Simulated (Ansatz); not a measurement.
# CsO2 (I4/mmm, No. 139; cell taken from a computed entry)

All values below come from r²SCAN (Ansatz, a program for electronic structure, plane waves, PAW).

Numerical settings: plane-wave cutoff 500 eV, 12×12×12 k mesh, Fermi–Dirac smearing 0.05 eV, spin-polarised start, scalar-relativistic PAW data made under PBE.

Cell (relaxed at this level):

```xyz
3
Lattice="-2.1860 2.1860 3.6374 2.1860 -2.1860 3.6374 2.1860 2.1860 -3.6374" Properties=species:S:1:pos:R:3 pbc="T T T"
Cs     0.0000     0.0000     0.0000
O      0.0000     0.0000     4.3011
O      0.0000     0.0000     2.9736
```

| Property | Value |
|---|---|
| volume per atom | 23.17 Å³/atom |
| lattice constant a | 4.372 Å |
| c axis length | 7.275 Å |

Note: the magnetic order was assumed, not searched for or taken from measurement; the relaxation could not lower the start's symmetry, so the cell can be a saddle point above a distorted one.

Spin–orbit coupling is not included.

Static lattice: no zero-point or thermal effects.
